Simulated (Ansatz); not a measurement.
Data:

```
CELL_PARAMETERS angstrom
      3.85488     0.00000     0.00000
      0.00000     3.85488     0.00000
      1.92744     1.92744     2.72581
ATOMIC_POSITIONS crystal
  Ga 0.00000 0.00000 0.00000
  P  0.75000 0.25000 0.50000
```

Space group of this cell: F-43m, zinc blende. The cell is taken as given.

Level of theory: r2SCAN (plane waves, PAW; Ansatz, a program for electronic structure).

The current runs along the normal of the first two printed vectors; no spin-orbit coupling. Scaled by the factor s: both lengths across the current (ions clamped). Meshes 12×12×12 and 8×8 across the current in all rows.

| s | mean pressure (GPa) | slowest mid-gap decay constant κ (1/Å) |
|---|---|---|
| 0.98 | 3.9 | 0.151 |
| 1.00 | 0.0 | 0.136 |
| 1.02 | -3.2 | ? |

Task: Take the slope of the slowest mid-gap decay constant κ against ln s from the two given rows, extrapolate to s = 1.02, and say what the run there gives.

Result: Slope = (0.151 − 0.136) / ln 0.98 = -0.742 1/Å. The line gives 0.136 + (-0.742) × ln 1.02 = 0.121 1/Å. The run gives 0.118 1/Å, 0.003 1/Å under the line, 22 % of the predicted step.
